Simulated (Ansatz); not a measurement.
**What tensor shear ε_xy = −3.99 % does to BeSe**

Consider BeSe in the zinc blende structure (space group F-43m, No. 216; a = 5.129 Å). Axes: x, y, z lie along the cube axes.

It is then changed as follows: a pure shear with ε_xy = ε_yx = -0.0399; the atoms relax in the strained cell.

The values are results of PBEsol (Ansatz, a program for electronic structure, PAW, no SOC), earlier PAW set, not measurements. k-mesh 11×11×11 (Γ-centred); smearing 0.05 eV (Fermi–Dirac).

```csv
quantity,base,changed,shift
volume per atom,16.86 Å³,16.84 Å³,-0.027 Å³
space group,F-43m (No. 216),Imm2 (No. 44),–
shortest interatomic distance,2.221 Å,2.191 Å,-0.030 Å
energy relative to the base (free energy F),0 meV/atom,+23 meV/atom,+23 meV/atom
"pressure (mean of the normal stresses, compression positive)",0.00 GPa,0.28 GPa,+0.286 GPa
band gap,2.47 eV,1.92 eV,-0.55 eV
gap character,–,"indirect, Γ → X",–
smallest direct gap,4.29 eV,3.52 eV,-0.763 eV
"valence-band top at Γ (three highest levels, from the VBM)","0.00, 0.00, 0.00 eV","0.00, -0.41, -0.65 eV",–
"valley order (the lowest conduction-band minima on the path, energy above the VBM, named in the base's zone)",X along ⟨100⟩ 2.47 eV,X along [001] 1.92 eV; X along [100] 2.10 eV,–
largest internal atomic displacement,–,0.024 Å,–
"stress (xx, yy, zz, yz, xz, xy; compression positive)",–,"(0.47, 0.47, -0.08, 0.00, 0.00, 5.42) GPa",–
```

Final structure:

```
CELL_PARAMETERS angstrom
     -0.10232     2.56439     2.56439
      2.56439    -0.10232     2.56439
      2.46207     2.46207     0.00000
ATOMIC_POSITIONS crystal
  Se 0.74527 0.74527 0.75473
  Be 0.00473 0.00473 0.99527
```

Stability against distortions was not tested. Labels are those of the standard path for the cell's own space group.
